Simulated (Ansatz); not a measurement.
Input:

```
CELL_PARAMETERS angstrom
      2.96878     0.00000     0.00000
      1.48439     2.57104     0.00000
      1.48439    -0.85701     2.42859
ATOMIC_POSITIONS crystal
  O  0.00000 0.00000 0.00000
  Mg 0.00000 0.50000 0.50000
```

No spin polarisation.

Level of theory: r2SCAN, PAW, 500 eV (Ansatz, a first-principles code; spin-orbit coupling left out). k-mesh 13×13×13 (Γ-centred); smearing 0.05 eV (Fermi–Dirac).

Q: Predict the band gap, in-plane stress and gap character.

A: 
- Band gap = 5.70 eV
- Mean in-plane stress (compression positive) = +0.6 GPa
- Gap character = direct at Γ

The cells carry an imposed strain or load. Whether these cells are dynamically stable was not tested. The cell was made from MgO in the rock salt structure (space group Fm-3m, No. 225) by this change: biaxial strain −0.14 %, plane normal [111], relaxed out of plane.
